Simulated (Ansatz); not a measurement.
# Hypothetical cubic perovskite CaSnSe3, pressure series

The reference is CaSnSe₃ in the cubic perovskite structure (space group Pm-3m, No. 221; a = 5.289 Å; a hypothetical phase, not in the database extracts checked).

Cell and atoms are relaxed at each pressure.

The values are results of PBE, PAW, 420 eV (Ansatz, an electronic-structure program; no SOC), not measurements.

| P (GPa) | V (Å³/atom) |
|---|---|
| -2.00 | 31.105 |
| -1.02 | 30.308 |
| 0.30 | 29.397 |
| 0.70 | 29.150 |
| 1.50 | 28.691 |
| 3.00 | 27.920 |
| 5.00 | 27.045 |
| 7.50 | 26.127 |
| 10.00 | 25.347 |

Question: Fit a third-order Birch–Murnaghan equation of state.

Answer: Least squares on P(V) = (3B₀/2)[(V₀/V)^(7/3) − (V₀/V)^(5/3)]·[1 + (3/4)(B₀′ − 4)((V₀/V)^(2/3) − 1)] gives V₀ = 29.59 Å³/atom, B₀ = 45 GPa and B₀′ = 4.6.

Load acts through the strain it causes; cell and atoms are relaxed under it. No phonon test of stability was made. No other phases were tried under pressure. The final runs are not spin-polarised. Many cubic perovskites are stable only at high temperature; tilts and polar distortions were not tested.
